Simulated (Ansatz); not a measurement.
Density of states of monolayer P below the valence band maximum, HSE06, rigid bands in Ansatz (a quantum-chemistry and plane-wave program); cell area 15.26 Å².

(energy from edge (eV), 10⁻³ states/eV/cell): (0.006, 710); (0.031, 495); (0.056, 463); (0.081, 449); (0.106, 423); (0.131, 419); (0.156, 417); (0.181, 424); (0.206, 431); (0.231, 415); (0.256, 450); (0.281, 427); (0.319, 445); (0.344, 442); (0.369, 459); (0.394, 458); (0.419, 456); (0.444, 464); (0.469, 468); (0.494, 470); (0.519, 483); (0.544, 482); (0.569, 1090); (0.594, 1080)

Problem. What effective density of states at 300 K does this give (∫ g(E) exp(−E/k_BT) dE, both spins, divided by the cell's size)?

Solution. 1.0e13 cm⁻².

Spin-orbit coupling is left out; where it splits the top of the valence band, N_v and the p-type Seebeck coefficient come out somewhat high without it. Geometry: cell and atoms relaxed with PBE.
